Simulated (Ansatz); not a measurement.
Base system: Sr in the fcc (Cu type) structure (space group Fm-3m, No. 225; relaxed with 0.1 eV smearing).

```xyz
1
Lattice="0.0000 3.0524 3.0524 3.0524 0.0000 3.0524 3.0524 3.0524 0.0000" Properties=species:S:1:pos:R:3 pbc="T T T"
Sr     0.0000     0.0000     0.0000
```

Cartesian axes are those of the cell as printed.

Method: r2SCAN, PAW, 500 eV (Ansatz, a first-principles code; without spin-orbit coupling), earlier PAW set.

Perturbation: compressive biaxial strain of 0.45 % in the plane normal to [001], as in epitaxy on a mismatched substrate; the out-of-plane cell vector and the atoms relax.

Problem. Predict the new in-plane stress and out-of-plane strain.

Solution. The mean in-plane stress (compression positive) comes out as +0.1 GPa; the out-of-plane strain is +0.62 %.

Whether these cells are dynamically stable was not tested.
